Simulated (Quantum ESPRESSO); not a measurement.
**Pressure against volume in rock-salt PbTe (space group 225) (Quantum ESPRESSO, PBE)**

```
PbTe
1.0
    0.00000     3.17257     3.17257
    3.17257     0.00000     3.17257
    3.17257     3.17257     0.00000
Te Pb
1 1
Direct
  0.50000   0.50000   0.50000
  0.00000   0.00000   0.00000
```

Method of the run: PBE, PSlibrary PAW (PBE) pseudopotentials (plane waves; Quantum ESPRESSO 7.5). Settings: ecutwfc = 72 Ry; ecutrho = 432 Ry; occupations = smearing; smearing = fd; degauss = 0.000734986 Ry; potentials = {Te: Te.pbe-n-kjpaw_psl.1.0.0.UPF, Pb: Pb.pbe-dn-kjpaw_psl.1.0.0.UPF}; K_POINTS = automatic 9 9 9 0 0 0; conv_thr = 1e-10 Ry; mixing_beta = 0.4. The cell above is the first row's. The rows scale it uniformly. In all rows fractional positions and the k mesh are held.

```
V (Å^3/atom)  P (GPa)
------------  -------
31.932              ?
32.627           3.68
33.321           2.57
34.015           1.58
34.709           0.69
35.403          -0.11
36.098          -0.83
36.792          -1.48
37.486          -2.05
```

Q: Using a cubic, estimate the missing P at V = 31.932 from the other rows, showing the fit.

A: With u = V - 35.1, the rows have u = -2.4730, -1.7790, -1.0850, -0.3910, 0.3030, 0.9980, 1.6920, 2.3860. Least squares gives P = 0.226 - 1.1449·u + 0.09029·u² - 0.00450·u³. Residuals (row less fit): 0.002, -0.004, 0.000, 0.002, 0.003, 0.001, -0.006, 0.003; standard error 0.004 (degrees of freedom: 4). The fitted pressure is zero at V0 = 35.30, where dP/dV = -1.109, so B0 = -V0·dP/dV = 39.2 GPa. At the withheld row, u = -3.1680, so P = 0.226 - 1.1449 × (-3.1680) + 0.09029 × (-3.1680)² - 0.00450 × (-3.1680)³ = 4.902 GPa. The calculation gives 4.92 GPa, 0.018 GPa above the prediction (0.3 % of the range of P in the table). The row lies outside the fitted rows, so this is an extrapolation. From the scatter of the fitted rows alone, a prediction at this place has a standard error of 0.011 GPa, so the miss is 1.6 times that.

Carrying the step between the two nearest rows on in a straight line would have given 4.79, off by 0.13; series whose last step already gives the withheld value aren't shown. The scan was laid around a cell of about the measured size, scaled by a guess for this functional. The runs keep the symmetry of the cell, so they don't test it for distortions. Spin-orbit coupling is off. Cutoffs and mesh are single choices, not tested for convergence of this quantity. Series with a scatter that would blur these digits, or in which a gap closes, are not shown.
